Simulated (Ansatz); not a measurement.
Base system: TiO₂ in the rutile structure (space group P4_2/mnm, No. 136; a = 4.6434 Å, c = 2.9638 Å). Axes: x, y, z lie along a, b, c of the conventional cell.

Structures relaxed with PBE/PAW in Ansatz (an electronic-structure program), no spin-orbit coupling.

Base:

Simulated powder pattern, Cu Kα, λ = 1.54184 Å (kinematic, ideal powder, no thermal factors, no anomalous dispersion; the 10 strongest lines at most, above 2 %, up to 2θ = 90°):

```json
[
 {"2θ (°)": "27.16", "I/Imax (%)": "100", "hkl": "(110)"},
 {"2θ (°)": "35.95", "I/Imax (%)": "45", "hkl": "(101)"},
 {"2θ (°)": "41.02", "I/Imax (%)": "19", "hkl": "(111)"},
 {"2θ (°)": "53.91", "I/Imax (%)": "59", "hkl": "(211)"},
 {"2θ (°)": "56.02", "I/Imax (%)": "18", "hkl": "(220)"},
 {"2θ (°)": "62.69", "I/Imax (%)": "8.2", "hkl": "(002)"},
 {"2θ (°)": "63.34", "I/Imax (%)": "8.6", "hkl": "(310)"},
 {"2θ (°)": "68.37", "I/Imax (%)": "22", "hkl": "(301)"},
 {"2θ (°)": "69.60", "I/Imax (%)": "10", "hkl": "(112)"},
 {"2θ (°)": "88.98", "I/Imax (%)": "7.9", "hkl": "(222)"}
]
```

One thing is altered: biaxial strain +1.78 %, plane normal [001], relaxed out of plane (Cartesian); in-plane vectors clamped, the third vector and the atoms free.

**Question.** Predict the new powder pattern.

**Answer.** 
Simulated powder pattern, Cu Kα, λ = 1.54184 Å (kinematic, ideal powder, no thermal factors, no anomalous dispersion; the 10 strongest lines at most, above 2 %, up to 2θ = 90°):

```
2θ (°)  d (Å)  I/Imax (%)    hkl
------  -----  ----------  -----
26.68   3.342         100  (110)
36.03   2.493          42  (101)
40.93   2.205          18  (111)
53.43   1.715          57  (211)
54.95   1.671          18  (220)
62.11   1.495         8.5  (310)
63.41   1.467         7.5  (002)
67.48   1.388          22  (301)
70.05   1.343         9.7  (112)
88.75   1.102         7.4  (222)
```

The indices refer to the base's conventional cell; one index is shown for lines that coincide.

No phonon test of stability was made. All final runs are without spin polarisation.
